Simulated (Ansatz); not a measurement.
InP (model structure, started from the BN type, Pm-3n, No. 223, 12 atoms in the cell), treated with PBEsol (Ansatz, a program for electronic structure, plane waves, PAW).

Numerical settings: plane-wave cutoff 520 eV, 6×6×6 k mesh, Fermi–Dirac smearing 0.01 eV, scalar-relativistic PAW data made under PBE.

Cell (relaxed with PBEsol):

```
CELL_PARAMETERS angstrom
      7.24066     0.00000     0.00000
      0.00000     7.24066     0.00000
      0.00000     0.00000     7.24066
ATOMIC_POSITIONS crystal
  In 0.25000 0.00000 0.50000
  In 0.50000 0.25000 0.00000
  In 0.50000 0.75000 0.00000
  In 0.75000 0.00000 0.50000
  In 0.00000 0.50000 0.75000
  In 0.00000 0.50000 0.25000
  P  0.25000 0.50000 0.00000
  P  0.00000 0.25000 0.50000
  P  0.00000 0.75000 0.50000
  P  0.75000 0.50000 0.00000
  P  0.50000 0.00000 0.75000
  P  0.50000 0.00000 0.25000
```

Q: Predict the band gap.

A: 
- band gap = 0.65 eV

Note: the relaxation could raise the start's symmetry but not lower it, so the cell can be a saddle point.

Spin–orbit coupling is not included.

Static lattice: no zero-point or thermal effects.

Cost on a shared machine: very roughly 80 core-seconds.

A model structure was made by putting elements into a prototype or built by hand; it is no filed structure, need not be a known phase, and can be a saddle point held by its symmetry.
